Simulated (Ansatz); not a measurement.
Levels about the gap of amorphous Hf18O36H (55 atoms in a cell of 702 Å³, 8.97 g/cm³; zone centre alone, so wide bands show as single levels with stretches between that a denser mesh fills), at the geometry that PBE relaxed, where it gives 0.0 GPa on a denser mesh. The participation number counts the atoms over which a state spreads; weights are charges in smoothed Voronoi cells. The levels come from a single point, so bond lengths are those of that geometry. Method of the levels: r2SCAN, scalar-relativistic without spin-orbit coupling (Ansatz, an electronic-structure program). Sampling: the zone centre alone; Fermi-Dirac width 0.01 eV; collinear spin, started from moments on atoms (at the end a net moment of 1.0 μB). The usual formal charges leave 1 electrons over, so the level spacing at the Fermi energy parts defect or band states and needn't be the band gap. In the spin-polarised cell the level spacing at the Fermi energy can part levels of unlike spin.

Preparation: random packing, a CHGNet melt and quench, and a DFT relaxation. O atoms were pushed apart under 1.9 Å during the dynamics, to hinder bonds among them. The hot cell started wider than the set density and was brought back towards it in steps. It is the lowest in DFT energy of 2 quenches. It is a model cell: composition and starting density were chosen by hand, and all elements were melted together. No dispersion term was used. Its density started from a set value of 8.94 and ended at 8.97 g/cm³. The quench (nominally 630 K/ps over its main leg) was far faster than any real one, so the model tends to hold more defects than a real film. Values belong to this one cell and scatter from quench to quench. Volume and shape were free in the relaxation.

| E - E(highest filled), eV | filling | spin | participation number | largest on | weight O | weight Hf | weight H |
|---|---|---|---|---|---|---|---|
| -3.35 | filled | up | 20.5 | O, 4 neighbours | 0.95 | 0.05 | 0.00 |
| -3.34 | filled | dn | 20.1 | O, 4 neighbours | 0.95 | 0.05 | 0.00 |
| -3.19 | filled | up | 10.8 | O, 2 neighbours | 0.95 | 0.05 | 0.00 |
| -3.18 | filled | dn | 10.6 | O, 2 neighbours | 0.95 | 0.05 | 0.00 |
| -3.04 | filled | up | 6.4 | O, 3 neighbours | 0.95 | 0.05 | 0.00 |
| -3.04 | filled | dn | 6.4 | O, 3 neighbours | 0.95 | 0.05 | 0.00 |
| 0.00 | filled | up | 6.0 | Hf, 6 neighbours | 0.41 | 0.59 | 0.00 |
| 1.31 | empty | dn | 16.0 | Hf, 6 neighbours | 0.44 | 0.55 | 0.01 |
| 1.50 | empty | up | 19.3 | Hf, 6 neighbours | 0.38 | 0.62 | 0.00 |
| 1.55 | empty | dn | 18.5 | Hf, 6 neighbours | 0.36 | 0.64 | 0.00 |
| 1.67 | empty | up | 15.8 | Hf, 7 neighbours | 0.38 | 0.62 | 0.00 |
| 1.69 | empty | up | 22.1 | Hf, 6 neighbours | 0.36 | 0.64 | 0.00 |
| 1.69 | empty | dn | 13.5 | Hf, 7 neighbours | 0.39 | 0.61 | 0.00 |
| 1.73 | empty | dn | 20.2 | Hf, 6 neighbours | 0.36 | 0.64 | 0.00 |

Most localised among these is the filled level at +0.00 eV, on a Hf atom, which has 6 neighbours (O 2.13 Å, O 2.13 Å, O 2.17 Å, O 2.20 Å, O 2.21 Å, O 2.40 Å).
